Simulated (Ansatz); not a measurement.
Start from GaAs in the zinc blende structure (space group F-43m, No. 216).

GaAs is taken in the cubic space group F-43m (No. 216), the zinc blende structure, Pearson symbol cF8. Cell: a = 5.746 Å, b = 5.746 Å, c = 5.746 Å, α = 90.00°, β = 90.00°, γ = 90.00°. As on 4c sees 4 Ga at 2.488 Å (tetrahedral). Ga on 4a sees 4 As at 2.488 Å (tetrahedral). (Neighbours: up to the widest gap in distance over summed covalent radii, below 1.35, at either atom; cation-cation and far metal-metal contacts left out.)
(The calculation used a cell of 2 atoms; values per cell refer to that cell.)

Level of theory: Ansatz (a first-principles code), PBE, PAW, cutoff 420 eV, spin-orbit coupling left out, earlier PAW set.

Base values:

```
Property                  Result
-------------------  -----------
Smallest direct gap      0.16 eV
Band gap                 0.16 eV
Gap character        direct at Γ
```

Now apply this change: cell and atoms relaxed at a pressure of 18 GPa.

Q: What does the calculation give for the smallest direct gap, band gap and gap character after the change?

A: The smallest direct gap goes up by 1.47 eV to 1.63 eV; the band gap grows by 1.00 eV (0.16 eV → 1.16 eV); the gap character becomes indirect, Γ → Γ–X (87 % along) (base: direct at Γ).

Load acts through the strain it causes; cell and atoms are relaxed under it. No phonon test of stability was made. Measured, GaAs leaves this structure (for a Cmcm phase) near 15 GPa (room temperature; as listed in arXiv:1906.07825). The zero or small gap of GaAs can change with the level of theory.
